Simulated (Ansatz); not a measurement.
C (P6_3/mmc), Ansatz (an electronic-structure program) with r2SCAN, rigid bands: Condition of this run: biaxial stress in the c plane of -33 GPa (compression positive) (the target of the relaxation). band gap 3.78 eV, N_c = 1.27e19 cm⁻³ and N_v = 1.80e19 cm⁻³ at 300 K, conductivity masses along y (a = (2.57, 0.00, 0.00) Å; b = (-1.28, 2.23, 0.00) Å; c = (0.00, 0.00, 4.16) Å) of 0.493 mₑ (electrons) and 0.458 mₑ (holes). Take k_BT = 0.02585 eV.

Question: What thermal injection velocity √(2k_BT/πm) limits a ballistic channel along the direction named?

Answer: 7.66e6 cm/s for electrons and 7.95e6 cm/s for holes, a ratio of √(m_h/m_e) = 0.964, for dilute carriers.

Question: What built-in voltage has an abrupt junction with N_A = 1e16 and N_D = 1e18 cm⁻³, all dopants ionised?

Answer: V_bi = E_g/e − (k_BT/e) ln(N_c N_v/(N_A N_D)) = 3.78 − 0.02585 × 10.04 = 3.52 V. It follows the computed gap one for one.

Question: A film of it is 2 nm thick, with its normal along the direction named. Estimate the confinement energies in an infinite well.

Answer: ħ²π²/(2m t²) = 0.376 eV·nm²/(m/mₑ × t²) gives 191 meV for electrons and 205 meV for holes, so the gap would widen to about 4.18 eV. Finite barriers and nonparabolic bands lower this, and with several valleys or bands the heaviest mass along the normal sets the lowest level, not this average.

Rigid, parabolic bands with the computed gap; masses take one relaxation time for all states. Spin-orbit coupling is left out. Geometry: cell and atoms relaxed with PBEsol.
